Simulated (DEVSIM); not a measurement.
Device: Pd/La2O3/p-Si capacitor, at 250 K.

Layer 1 from the left is La2O3, thickness (nm) 20.0. Layer 2 from the left is Si, thickness (nm) 940, Na (cm⁻³) 3.7e17.

Metal gate on the left, work function 5.2 eV. Fixed charge at the semiconductor interface -1.5e10 cm⁻² (in units of +e); no interface traps.

Constants are typed, rounded textbook-type inputs, not results; the design itself was drawn at random and stands for no fabricated device. Values at 300 K; Nc and Nv go as T^1.5, mobilities as T to minus their exponent, the gap by Varshni's rule with the affinity fixed.

La2O3: gap (eV) 5.8, affinity (eV) 1.8, permittivity 27. Si: gap (eV) 1.124, affinity (eV) 4.05, permittivity 11.7, Nc (cm⁻³) 2.86e19, Nv (cm⁻³) 3.1e19, Varshni α (eV/K) 0.000473, Varshni β (K) 636.

DEVSIM, 1D Poisson equation in equilibrium, Boltzmann statistics, complete ionisation; no quantum confinement or tunnelling. Metal contacts follow the ideal Schottky-Mott rule: no Fermi-level pinning, no interface dipoles.

Question: What does the simulation give for the minimum of the low-frequency capacitance, the threshold voltage (band bending 2φF), the flat-band voltage?

Answer: minimum of the low-frequency capacitance 0.168 μF/cm²; threshold voltage (band bending 2φF) 1.35 V; flat-band voltage 0.11 V.
